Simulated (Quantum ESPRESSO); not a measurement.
Quantum ESPRESSO 7.5, DFT, PBE, plane waves, PseudoDojo 0.5 standard norm-conserving PBE (local tails restored to the Coulomb form): a series of growing systems, each on 32 ranks. The k mesh and basis are held over the series and aren't claimed converged, least of all for the small cells.

| Property | Result |
|---|---|
| task | scf |
| k mesh | gamma |
| ecutwfc | 74 Ry |
| ecutrho | 296 Ry |
| occupations | smearing |
| smearing | mv |
| degauss | 0.02 Ry |
| tprnfor | true |
| tstress | false |
| k-point pools (-nk) | 1 |
| diagonalization | david (default) |
| mixing_mode | plain (default) |
| mixing_beta | 0.7 (default) |
| mixing_ndim | 8 (default) |

Machine: one whole node, Intel Xeon 6 (Granite Rapids), 96 cores on 1 socket, 2 hardware threads a core, 3 L3 cache groups, 3 NUMA nodes.

Each time is the median wall time of two to five repeats, run one at a time on the otherwise empty machine; start-up is included. Processes are pinned to neighbouring cores unless said otherwise. The times hold for this build (conda-forge: Open MPI 5.0, OpenMP, OpenBLAS 0.3.34 (pthreads), FFTW, ScaLAPACK, ELPA). Scratch files lie in a memory file system.

Measured:

| system | conv_thr | bands | electrons | G-vectors of the density | SCF iterations | wall time | peak memory |
|---|---|---|---|---|---|---|---|
| W(110) slab of 2 layers, 2x2, atoms displaced (W8), unrelaxed, 8 atoms | 8e-09 Ry | 67 | 112 | 133498 | 22 | 2.72 s | 0.74 GiB |
| W(110) slab of 3 layers, 2x2, atoms displaced (W12), unrelaxed, 12 atoms | 1.2e-08 Ry | 101 | 168 | 151873 | 24 | 4.69 s | 0.91 GiB |
| W(110) slab of 4 layers, 2x2, atoms displaced (W16), unrelaxed, 16 atoms | 1.6e-08 Ry | 134 | 224 | 170305 | 27 | 7.83 s | 1.1 GiB |
| W(110) slab of 6 layers, 2x2, atoms displaced (W24), unrelaxed, 24 atoms | 2.4e-08 Ry | 202 | 336 | 207202 | 38 | 15.4 s | 1.5 GiB |

Still to run:

```tsv
system	conv_thr	bands	electrons	G-vectors of the density
W(110) slab of 8 layers, 2x2, atoms displaced (W32), unrelaxed, 32 atoms	3.2e-08 Ry	269	448	243945
W(110) slab of 12 layers, 2x2, atoms displaced (W48), unrelaxed, 48 atoms	4.8e-08 Ry	403	672	317543
```

Problem. Extrapolate to the larger systems: what do they cost?

Solution. The two largest measured give a power of ln(15.4/7.83) / ln(24/16) = 1.67 in the count of atoms; the table sets what it predicts beside the runs.

```json
[
 {"system": "W(110) slab of 8 layers, 2x2, atoms displaced (W32), unrelaxed, 32 atoms", "time by that power": "25 s", "SCF iterations": "37", "wall time": "25.2 s", "peak memory": "2.0 GiB"},
 {"system": "W(110) slab of 12 layers, 2x2, atoms displaced (W48), unrelaxed, 48 atoms", "time by that power": "49 s", "SCF iterations": "69", "wall time": "99.8 s", "peak memory": "3.5 GiB"}
]
```

From the smallest system to the largest the time grows as the power 2.0 of the count of atoms; from step to step the powers are 1.3, 1.8, 1.7, 1.7, 3.4.
